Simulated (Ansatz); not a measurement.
# A computed series for MgH2: pressure series

Base system: MgH$_{2}$ (space group Pbcn, No. 60; a cell from a computed database, its experimental status unchecked).

```
MgH2
1.0
    4.47448     0.00000     0.00000
    0.00000     5.39455     0.00000
    0.00000     0.00000     4.89511
Mg H
4 8
Direct
  0.50000   0.83034   0.75000
  0.50000   0.16966   0.25000
  0.00000   0.66966   0.25000
  0.00000   0.33034   0.75000
  0.72983   0.89397   0.42107
  0.27017   0.10603   0.57893
  0.77017   0.60603   0.92107
  0.22983   0.39397   0.07893
  0.22983   0.60603   0.57893
  0.77017   0.39397   0.42107
  0.27017   0.89397   0.07893
  0.72983   0.10603   0.92107
```

Cell and atoms are relaxed at each pressure.

Computed with PBEsol, PAW, 420 eV (Ansatz, a program for electronic structure; no spin-orbit coupling).

Candidates:
(a) pressure −2 GPa
(b) pressure 3 GPa
(c) pressure 7.5 GPa
(d) pressure 0.7 GPa

Before the change:

```
Quantity    Value
--------  -------
Band gap  3.41 eV
```

Task: Order them by band gap, highest first.

Result: (b) pressure 3 GPa (3.44 eV), (d) pressure 0.7 GPa (3.42 eV), (a) pressure −2 GPa (3.37 eV), (c) pressure 7.5 GPa (3.27 eV)

Load acts through the strain it causes; cell and atoms are relaxed under it. Stability against distortions was not tested. Competing high-pressure phases were not computed.
